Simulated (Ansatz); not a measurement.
Band structure of Nb3AlV3Sn (R3, 8 atoms in the cell).

```yaml
crystal:
  lattice:
    - [3.60563, 2.08171, 2.93378]
    - [-3.60563, 2.08171, 2.93378]
    - [0.00000, -4.16343, 2.93378]
  atoms:
    - { symbol: Al, position: [0.49632, 0.49632, 0.49632] }
    - { symbol: Nb, position: [0.00064, 0.50185, 0.73600] }
    - { symbol: Nb, position: [0.73600, 0.00064, 0.50185] }
    - { symbol: Nb, position: [0.50185, 0.73600, 0.00064] }
    - { symbol: V, position: [0.99677, 0.50287, 0.25830], spin: 2.0 }
    - { symbol: V, position: [0.25830, 0.99677, 0.50287], spin: 2.0 }
    - { symbol: V, position: [0.50287, 0.25830, 0.99677], spin: 2.0 }
    - { symbol: Sn, position: [0.00723, 0.00723, 0.00723] }
```
(The spins are starting values, not results.)

Computed with LDA (PW92), PAW files made with PBE (plane waves; Ansatz, a quantum-chemistry and plane-wave program).

Settings: basis.ecutwfc = 420 eV; kpoints.mp_grid.grid = 3 3 3; hamiltonian.xc = lda; hamiltonian.pseudopotentials = {kind: paw} (the program's default PAW files); magnetization.spin_polarized = true; scf.occupations.method = gaussian; scf.occupations.width = 0.2 eV; kpoints.band_path.npoints = 8.

The starting cell comes from a database of computed structures (which also holds hypothetical and non-ambient phases and stackings), without a prior relaxation at this level. The starting moments vanished: the run ended non-magnetic, which need not be the lowest state. The program warned that a starting moment was not kept.

Levels in eV from the Fermi level, bands 45 to 52 of the first spin channel:
```
point     45     46     47     48     49    50    51    52
-----  -----  -----  -----  -----  -----  ----  ----  ----
Γ      -0.45  -0.45  -0.35   0.01   0.01  1.70  1.77  1.77
P      -0.28  -0.07  -0.07  -0.06   0.34  0.34  0.36  0.46
Z      -0.29  -0.07  -0.07  -0.07   0.34  0.34  0.36  0.46
Q      -0.28  -0.07  -0.07  -0.06   0.34  0.34  0.36  0.46
F       0.09   0.26   0.35   0.42   0.52  0.55  0.68  0.73
P1     -0.28  -0.07  -0.07  -0.06   0.34  0.34  0.36  0.46
Q1     -0.28  -0.07  -0.07  -0.06   0.34  0.34  0.36  0.46
L      -0.65  -0.63  -0.46  -0.38  -0.15  0.95  1.42  1.69
```

Bands cross the Fermi level along this path, so the cell is metallic at this level.

The net moment of the cell came out as 0.00 μB.

Keys are those of Ansatz 0.2.
